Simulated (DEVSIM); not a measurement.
System: TaN/La2O3/SiO2/p-Si capacitor, at 300 K.

| layer (left to right) | material | thickness (nm) | Na (cm⁻³) |
|---|---|---|---|
| 1 | La2O3 | 27.0 | - |
| 2 | SiO2 | 0.640 | - |
| 3 | Si | 6000 | 9.2e15 |

Metal gate on the left, work function 4.4 eV. Fixed charge at the semiconductor interface 8.6e10 cm⁻² (in units of +e); no interface traps.

The device is made up for the run: typed textbook-type constants, with dimensions and the other settings drawn at random. Values at 300 K; Nc and Nv go as T^1.5, mobilities as T to minus their exponent, the gap by Varshni's rule with the affinity fixed.

| parameter | La2O3 | SiO2 | Si |
|---|---|---|---|
| gap (eV) | 5.8 | 9 | 1.124 |
| affinity (eV) | 1.8 | 0.9 | 4.05 |
| permittivity | 27 | 3.9 | 11.7 |
| Nc (cm⁻³) | - | - | 2.86e19 |
| Nv (cm⁻³) | - | - | 3.1e19 |
| Varshni α (eV/K) | - | - | 0.000473 |
| Varshni β (K) | - | - | 636 |

Simulated with DEVSIM: 1D Poisson equation in equilibrium, Boltzmann statistics, complete ionisation; no quantum confinement or tunnelling. Metal contacts follow the ideal Schottky-Mott rule: no Fermi-level pinning, no interface dipoles.

Base results: threshold voltage (band bending 2φF) (V) 0.19; minimum of the low-frequency capacitance (μF/cm²) 0.0355; flat-band voltage (V) -0.58.

Task: What follows from this one change: fixed charge 8.6e+10 → 9.41e+11 cm^-2?

Result: threshold voltage (band bending 2φF) 0.19 → 0.00 V; minimum of the low-frequency capacitance little changed (0.0353 μF/cm²); flat-band voltage -0.58 → -0.76 V.

Task: What follows from this one change: interface trap density 0 → 2e+12 cm^-2 eV^-1?

Result: threshold voltage (band bending 2φF) 0.19 → 0.24 V; minimum of the low-frequency capacitance 0.0355 → 0.243 μF/cm²; flat-band voltage -0.58 → -0.83 V.

Task: What follows from this one change: temperature 300 → 350 K?

Result: threshold voltage (band bending 2φF) 0.19 → 0.14 V; minimum of the low-frequency capacitance 0.0355 → 0.0396 μF/cm²; flat-band voltage -0.58 → -0.53 V.
